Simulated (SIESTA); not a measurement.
Input and output of a self-consistent single point for CdHgSe2 (R3m, 4 atoms in the cell) (SIESTA).

Method: GGA PBEsol, numerical atomic orbitals DZP, PseudoDojo PBEsol standard norm-conserving potentials (rewritten from UPF to PSML) run with SIESTA.

```
CdHgSe2
1.0
    2.17039     1.25308     7.08105
   -2.17039     1.25308     7.08105
    0.00000    -2.50615     7.08105
Cd Hg Se
1 1 2
Direct
  0.50268   0.50268   0.50268
  0.99985   0.99985   0.99985
  0.87420   0.87420   0.87420
  0.37560   0.37560   0.37560
```

Reference input (self-consistent single point, DFT, GGA PBEsol, numerical atomic orbitals DZP, PseudoDojo PBEsol standard norm-conserving potentials (rewritten from UPF to PSML)): XC.functional = GGA; XC.authors = PBEsol; potentials = PseudoDojo PBEsol standard; PAO.BasisSize = DZP; PAO.EnergyShift = 0.01 Ry; MeshCutoff = 400 Ry; kgrid.MonkhorstPack = 4 4 4; OccupationFunction = MP; OccupationMPOrder = 0; ElectronicTemperature = 1160.45 K; MaxSCFIterations = 150; SCF.Mixer.Method = Pulay. This run's input differs from it in these lines:

```diff
@@ -31,5 +31,5 @@
 %block kgrid.MonkhorstPack
-    4   0   0  0.0
-    0   4   0  0.0
-    0   0   4  0.0
+    7   0   0  0.0
+    0   7   0  0.0
+    0   0   7  0.0
 %endblock kgrid.MonkhorstPack
@@ -37,3 +37,3 @@
 OccupationMPOrder            0
-ElectronicTemperature        1160.45 K
+ElectronicTemperature        232.09 K
```

Output, abridged:

```
        iscf     Eharris(eV)        E_KS(eV)     FreeEng(eV)     dDmax    Ef(eV) dHmax(eV)
   scf:    1   -15767.895831   -15840.212138   -15840.212767  0.737916 -0.079415 47.508658
   scf:    2   -15899.613054   -15883.851772   -15883.851772  1.043342 -2.885496  8.392324
   scf:    3   -15886.183852   -15885.216590   -15885.216590  0.119375 -3.070689  3.086973
   scf:    4   -15885.538101   -15885.437007   -15885.437007  0.084022 -3.199803  0.797098
   scf:    5   -15885.440384   -15885.443262   -15885.443262  0.043393 -3.356256  0.386163
   [... 3 lines left out ...]
   scf:    9   -15885.446543   -15885.446542   -15885.446544  0.000439 -3.345822  0.001573
   scf:   10   -15885.446542   -15885.446542   -15885.446545  0.000163 -3.346090  0.000647
   scf:   11   -15885.446542   -15885.446542   -15885.446545  0.000068 -3.346170  0.000080
   scf:   12   -15885.446542   -15885.446542   -15885.446545  0.000006 -3.346183  0.000052
SCF Convergence by DM+H criterion
max |DM_out - DM_in|         :     0.0000055242
max |H_out - H_in|      (eV) :     0.0000523993
SCF cycle converged after 12 iterations

Using DM_out to compute the final energy and forces

siesta: E_KS(eV) =           -15885.4465

siesta: E_KS - E_eggbox =    -15885.4465

siesta: Atomic forces (eV/Ang):
     1    0.000000   -0.000003   -0.330507
     2   -0.000000   -0.000003    0.137898
     3   -0.000000    0.000003    0.183192
     4   -0.000000    0.000002    0.008677
   Tot   -0.000000   -0.000001   -0.000741
   Max    0.330507
   Res    0.116149    sqrt( Sum f_i^2 / 3N )
   Max    0.330507    constrained

Stress tensor Voigt[x,y,z,yz,xz,xy] (kbar):       23.44       23.44       35.10       -0.00        0.00        0.00
(Free)E + p*V (eV/cell)   -15887.4171
   [... lines left out ...]
siesta: FreeEng =    -15885.446545
siesta: Cell volume =        115.548750 Ang**3
siesta:         -27.32346950        -40.64245040  kBar
   [... lines left out ...]
   4 16.653   1.790   0.038   1.635   1.593   1.635  -0.115  -0.071  -0.115
              2.001   2.001   2.001   2.001   2.001   0.053   0.048   0.057

              0.048   0.053

mulliken: Qtot =       72.000

Mulliken Atomic Populations:
Atom #   charge [q] valence [e]  Species
     1     0.181622   19.818378  Cd
     2     0.813548   19.186452  Hg
     3    -0.341782   16.341782  Se
     4    -0.653389   16.653389  Se
 Total    -0.000000
```

The run converged in 12 iterations. Against the reference run the free energy drops by 13.5 meV/atom, the pressure goes from -2.59 to -2.73 GPa, the largest force moves little (0.337 to 0.331 eV/Å) and the gap on the mesh goes from 0.068 to 0.074 eV.

The starting cell comes from a database of computed structures (which also holds hypothetical and non-ambient phases and stackings), without a prior relaxation at this level. Its lattice was rescaled by up to half a per cent. One atom was moved a little off its site on purpose. Spin-orbit coupling is off. Values carry the incompleteness of an atom-centred basis.

Cost on one core of a shared machine: roughly 2 min.
